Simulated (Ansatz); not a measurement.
Results of r²SCAN0 (Ansatz, a program for electronic structure, plane waves, PAW) for GaAlAs2 (R3m, No. 160, 4 atoms in the cell; start mp-1228891).

Numerical settings: plane-wave cutoff 520 eV, 8×8×8 k mesh, Fermi–Dirac smearing 0.01 eV, scalar-relativistic PAW data made under PBE.

Cell (relaxed with PBEsol):

Space group R3m, hexagonal axes (No. 160); a = 4.008 Å, b = 4.008 Å, c = 19.632 Å, α = 90.00°, β = 90.00°, γ = 120.00°

| atom | site | symmetry | x | y | z |
|---|---|---|---|---|---|
| Al | 3a | 3m | 0.0000 | 0.0000 | 0.0002 |
| Ga | 3a | 3m | 0.0000 | 0.0000 | 0.4998 |
| As | 3a | 3m | 0.0000 | 0.0000 | 0.8750 |
| As | 3a | 3m | 0.0000 | 0.0000 | 0.3749 |
(The calculation used a cell of 4 atoms; values per cell refer to that cell.)

Predict the band gap.


* **band gap**: 2.57 eV (on the SCF k mesh) (direct)

Note: cell and atoms aren't relaxed at this level (pressure -0.9 GPa).

Spin–orbit coupling is not included.

A start named mp-… is a Materials Project structure, which need not be a measured phase.
